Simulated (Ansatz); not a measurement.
The starting structures come from a database of crystals and need not be the phases stable at ambient conditions.

Data:

```
CELL_PARAMETERS angstrom
      4.77959     0.00000     0.00000
      0.00000     5.75626     0.00000
      0.00000     0.00000     3.58090
ATOMIC_POSITIONS crystal
  Fe 0.00000 0.00000 0.00000
  Fe 0.50000 0.50000 0.50000
  Se 0.78674 0.63023 0.00000
  Se 0.21326 0.36977 0.00000
  Se 0.28674 0.86977 0.50000
  Se 0.71326 0.13023 0.50000
```

Space group of this cell: Pnnm. The cell is taken as given.

Transport runs along the normal of the first two printed cell vectors.

The gap is the functional's own, uncorrected, and κ follows it; spin-orbit coupling is left out. Mid-gap values are interpolated between the computed energies.

Q: Compute, with Ansatz (a first-principles code) with r2SCAN, the band gap and the smallest decay constant κ at mid-gap.

A: Gap 0.81 eV on a 6×6×8 mesh; κ = 0.179 1/Å, at (0.333, 0.000) of the in-plane reciprocal vectors. At the zone centre, at the nearest computed energy, the slowest state has κ = 0.31 1/Å.
